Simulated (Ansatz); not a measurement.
Input:

```xyz
6
Lattice="3.1493 0.0000 0.0000 -1.5747 2.7274 0.0000 0.0000 0.0000 12.0910" Properties=species:S:1:pos:R:3 pbc="T T T"
Mo     0.0000     1.8183     3.0227
Mo     1.5747     0.9091     9.0682
S      0.0000     1.8183     7.5025
S      1.5747     0.9091     1.4570
S      1.5747     0.9091     4.5885
S      0.0000     1.8183    10.6340
```

No spin polarisation.

Calculations: Kohn–Sham DFT with the PBE-D3(BJ) functional, run in Ansatz (a quantum-chemistry and plane-wave program) with PAW and 420 eV plane waves, no spin-orbit coupling. k-mesh 12×12×3 (Γ-centred); smearing 0.05 eV (Fermi–Dirac).

Q: Predict the band gap, smallest direct gap and hole mass.

A: 
- Band gap: 0.78 eV
- Smallest direct gap: 1.70 eV
- Hole mass: 1.0 mₑ along c, 0.61 mₑ across (at Γ)

Effective masses come from finite differences of ±0.01 Å⁻¹. Whether these cells are dynamically stable was not tested. The cell was made from MoSe2 by this change: Se → S.
